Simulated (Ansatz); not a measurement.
CaTiO₃ (Pnma, No. 62) was calculated with rVV10 (PAW; Ansatz, a quantum-chemistry and plane-wave program).

Numerical settings: plane-wave cutoff 520 eV, 6×6×6 k mesh, Fermi–Dirac smearing 0.01 eV, no spin polarisation, scalar-relativistic PAW data made under PBE.

Cell (relaxed at this level):

```
CaTiO3
1.0
    5.40421     0.00000     0.00000
    0.00000     5.50929     0.00000
    0.00000     0.00000     7.69099
Ca Ti O
4 4 12
Cartesian
  5.35489   2.51223   1.92275
  2.75142   5.26687   1.92275
  0.04932   2.99707   5.76825
  2.65278   0.24242   5.76825
  0.00000   0.00000   0.00000
  2.70210   2.75465   3.84550
  0.00000   0.00000   3.84550
  2.70210   2.75465   0.00000
  0.43507   0.11432   1.92275
  2.26704   2.86897   1.92275
  4.96914   5.39497   5.76825
  3.13717   2.64032   5.76825
  1.12164   1.60621   4.16994
  1.58047   4.36085   7.36655
  4.28257   3.90309   0.32444
  3.82374   1.14844   3.52105
  4.28257   3.90309   3.52105
  3.82374   1.14844   0.32444
  1.12164   1.60621   7.36655
  1.58047   4.36085   4.16994
```

Problem. Predict the bulk modulus B0, band gap and pressure derivative B′ of the bulk modulus.

Solution. 
- bulk modulus B0: 176 GPa
- band gap: 2.38 eV (direct)
- pressure derivative B′ of the bulk modulus: 4.2

Note: the relaxation could not lower the start's symmetry, so the cell can be a saddle point above a distorted one; the bulk modulus comes from volumes at which shape and atoms were relaxed.

Static lattice: no zero-point or thermal effects.

It cost very roughly 27 core-minutes of CPU time.
